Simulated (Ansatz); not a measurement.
Start from KMgF$_{3}$ in the cubic perovskite structure (space group Pm-3m, No. 221; a = 3.991 Å). Axes: x, y, z lie along the cube axes.

Level of theory: PBEsol in Ansatz (plane waves to 420 eV, PAW, no spin-orbit coupling).

Before the change:

The volume per atom is 12.72 Å³ and the smallest direct gap is 7.44 eV. The band gap comes out as 7.12 eV.

One thing is altered: biaxial strain −0.95 %, plane normal [111], relaxed out of plane (Cartesian); in-plane vectors clamped, the third vector and the atoms free.

Q: Predict the new energy relative to the base.

A: The energy increases by 1.1 meV/atom.

Q: What does the calculation give for the volume per atom after the change?

A: The volume per atom falls by 0.163 Å³, from 12.72 Å³ to 12.55 Å³.

Q: Estimate the effect on the smallest direct gap.

A: The smallest direct gap grows by 0.07 eV (7.44 eV → 7.51 eV).

Q: Predict the new band gap.

A: The band gap goes up by 0.09 eV, from 7.12 eV to 7.21 eV.

Q: What does the calculation give for the in-plane stress after the change?

A: The mean in-plane stress (compression positive) is +1.5 GPa.

Whether these cells are dynamically stable was not tested.

Ansatz is an electronic-structure program.
